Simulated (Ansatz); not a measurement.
Consider ZrS2 in the CdI2 type structure (space group P-3m1, No. 164; a = 3.635 Å, c = 5.720 Å; layered, stacked along the Cartesian z axis). Axes: x lies along a and z along c of the hexagonal cell.

(Cell as relaxed with PBE-D3(BJ).)

Levels (all Ansatz, a quantum-chemistry and plane-wave program, PAW): PBE-D3(BJ) (420 eV, no SOC); r2SCAN+rVV10 (500 eV, no SOC).

Each level relaxes its own structure.

```tsv
base	PBE-D3(BJ)	r2SCAN+rVV10
volume per atom	21.81 Å³	22.84 Å³
lattice parameter a	6.869 bohr	6.943 bohr
band gap	0.66 eV	1.17 eV
```

It is then changed as follows: the cell is compressed by 1.30 % along z with no lateral relaxation; the atoms relax in the strained cell.

```csv
quantity,PBE-D3(BJ),r2SCAN+rVV10
shortest interatomic distance,4.828 bohr,(withheld)
energy relative to the base (free energy F),+0.6 meV/atom,(withheld)
"pressure (mean of the normal stresses, compression positive)",0.33 GPa,(withheld)
```

Q: Predict the r2SCAN+rVV10 column.

A: 
- shortest interatomic distance, r2SCAN+rVV10: 4.845 bohr
- energy relative to the base (free energy F), r2SCAN+rVV10: +0.5 meV/atom
- pressure (mean of the normal stresses, compression positive), r2SCAN+rVV10: 0.27 GPa

PBE-D3(BJ)'s shortest interatomic distance lies 0.0177 bohr below r2SCAN+rVV10's (0.4 %); PBE-D3(BJ)'s pressure lies 0.065 GPa above r2SCAN+rVV10's. Neither level is exact; r2SCAN+rVV10 is the comparison here, not a measurement.

Whether these cells are dynamically stable was not tested.
